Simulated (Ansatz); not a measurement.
Input:

```
CELL_PARAMETERS angstrom
      0.00000     2.04148     2.06190
      2.04148     0.00000     2.06190
      2.04148     2.04148     0.00000
ATOMIC_POSITIONS crystal
  Au 0.00000 0.00000 0.00000
```

No spin polarisation.

All numbers come from Ansatz (an electronic-structure program) PBEsol, without spin-orbit coupling. Settings: 28×28×28 k-points, 0.1 eV Fermi–Dirac smearing.

Task: What is the computed band gap?

Result: Zero.

Task: What is the computed stress (xx, yy, zz, yz, xz, xy; compression positive)?

Result: (-1.6, -1.6, -1.9, 0.0, 0.0, 0.0) GPa.

The cells carry an imposed strain or load. Whether these cells are dynamically stable was not tested. The cell was made from Au in the fcc (Cu type) structure (space group Fm-3m, No. 225) by this change: uniaxial strain ε_zz = +1.00 %.
